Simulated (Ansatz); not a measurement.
Density of states of TaN (P-62m) near the Fermi level, PBEsol, rigid bands (Ansatz, a program for electronic structure).

(E − E_F (eV), states/eV/cell): (-1.95, 3.38); (-1.85, 2.08); (-1.75, 1.90); (-1.65, 1.50); (-1.55, 1.22); (-1.45, 1.09); (-1.35, 1.01); (-1.25, 0.95); (-1.15, 0.91); (-1.05, 0.90); (-0.95, 0.87); (-0.85, 0.79); (-0.75, 0.60); (-0.65, 0.53); (-0.55, 0.48); (-0.45, 0.46); (-0.35, 0.45); (-0.25, 0.46); (-0.15, 0.47); (-0.05, 0.51); (0.05, 0.57); (0.15, 0.67); (0.25, 1.01); (0.35, 1.18); (0.45, 1.27); (0.55, 1.53); (0.65, 1.67); (0.75, 2.02); (0.85, 2.19); (0.95, 2.57); (1.05, 3.98); (1.15, 5.85); (1.25, 4.55); (1.35, 4.57); (1.45, 4.10); (1.55, 3.97); (1.65, 4.07); (1.75, 4.35); (1.85, 3.98); (1.95, 4.37)

### Question
With 6 atoms a cell, what bare Sommerfeld coefficient γ = (π²/3) k_B² N(E_F) follows?

### Answer
N(E_F) ≈ 0.54 states/eV a cell at 300 K, so γ ≈ 0.21 mJ/(mol of atoms·K²), before electron-phonon enhancement.

### Question
How far does the Fermi level move in a rigid band for 0.1 electron a cell added or removed?

### Answer
164 meV and -202 meV.

A metal at this level (no band gap); rigid bands, thermally averaged at 300 K, both spins. Spin-orbit coupling is left out, which matters with elements this heavy. Geometry: cell and atoms relaxed with PBEsol.
